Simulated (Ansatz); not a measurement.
Levels about the gap of amorphous hafnium silicate (Hf₆Si₁₄O₄₀) (60 atoms in a cell of 826 Å³, 4.23 g/cm³; zone centre alone, so wide bands show as single levels with stretches between that a denser mesh fills), at the geometry that PBE relaxed, where it gives 3.0 GPa on a denser mesh. The participation number counts the atoms over which a state spreads; weights are charges in smoothed Voronoi cells. The levels come from a single point, so bond lengths are those of that geometry. Method of the levels: PBE, scalar-relativistic without spin-orbit coupling (Ansatz, a program for electronic structure). Sampling: the zone centre alone; Fermi-Dirac width 0.02 eV; no spin polarisation. At PBE the levels at the filled edge of the gap are localised (band-tail or defect states), and the nearest spread-out levels lie 5.1 eV apart at the zone centre.

Preparation: random packing, a CHGNet melt and quench, and a DFT relaxation. O atoms were pushed apart under 1.9 Å during the dynamics, to hinder bonds among them. The hot cell started wider than the set density and was brought back towards it in steps. It is the lowest in DFT energy of 8 quenches. It is a model cell: composition and starting density were chosen by hand, and all elements were melted together. No dispersion term was used. Its density started from a set value of 4.23 and ended at 4.23 g/cm³. Cooling (nominally 300 K/ps over its main leg) ran many orders faster than in experiment, which tends to leave more defects and strain. One small periodic cell is one sample of the glass; other quenches scatter about these values. The volume was held where the preparation left it and the shape relaxed, at a PBE pressure of 3.0 GPa. Stress components on the final sampling reach 3.0 GPa.

```tsv
E - E(highest filled), eV	filling	participation number	largest on	weight O	weight Hf	weight Si
-0.46	filled	15.5	O, 2 neighbours	0.95	0.02	0.03
-0.44	filled	15.7	O, 3 neighbours	0.95	0.02	0.03
-0.37	filled	14.1	O, 3 neighbours	0.95	0.02	0.03
-0.24	filled	5.8	O, 2 neighbours	0.95	0.03	0.02
-0.17	filled	11.5	O, 2 neighbours	0.96	0.01	0.03
-0.02	filled	5.9	O, 2 neighbours	0.96	0.02	0.02
0.00	filled	5.3	O, 2 neighbours	0.96	0.02	0.02
4.71	empty	19.4	Hf, 5 neighbours	0.55	0.36	0.09
4.96	empty	9.7	Hf, 7 neighbours	0.44	0.50	0.06
5.12	empty	4.5	Hf, 5 neighbours	0.39	0.56	0.05
5.22	empty	7.8	Hf, 5 neighbours	0.36	0.61	0.03
5.40	empty	9.0	Hf, 5 neighbours	0.35	0.62	0.03
5.51	empty	9.9	Hf, 7 neighbours	0.38	0.57	0.04
5.64	empty	9.5	Hf, 5 neighbours	0.37	0.59	0.04
```

Most localised among these is the empty level at +5.12 eV, on a Hf atom, which has 5 neighbours (O 1.92 Å, O 1.94 Å, O 1.98 Å, O 2.16 Å, O 2.46 Å).
